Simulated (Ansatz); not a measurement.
Base system: As in the A7 type structure (space group R-3m, No. 166; layered).

```
CELL_PARAMETERS angstrom
      1.88053     1.08572     3.57784
     -1.88053     1.08572     3.57784
      0.00000    -2.17144     3.57784
ATOMIC_POSITIONS crystal
  As 0.22600 0.22600 0.22600
  As 0.77400 0.77400 0.77400
```

Method: r2SCAN+rVV10, PAW, 500 eV (Ansatz, a quantum-chemistry and plane-wave program; no SOC).

For the base:

```
Quantity                          Value
-------------------  ------------------
Largest site moment             0.00 μB
Space group              R-3m (No. 166)
Magnetic state       not spin-polarised
```

Perturbation: full substitution As → Ni, then cell and atoms are relaxed.

Tabulated Pauling electronegativity and covalent radius: As 2.18, 1.19 Å; Ni 1.91, 1.24 Å.

Q: What does the calculation give for the largest site moment after the change?

A: The largest site moment goes from zero to 0.80 μB.

Q: What does the calculation give for the space group after the change?

A: The space group becomes Fm-3m (No. 225) (base: R-3m (No. 166)).

Q: Predict the new magnetic state.

A: The magnetic state becomes ferromagnetic (base: not spin-polarised).

Other magnetic orders, which the real material may have, were not ruled out. No phonon test of stability was made.
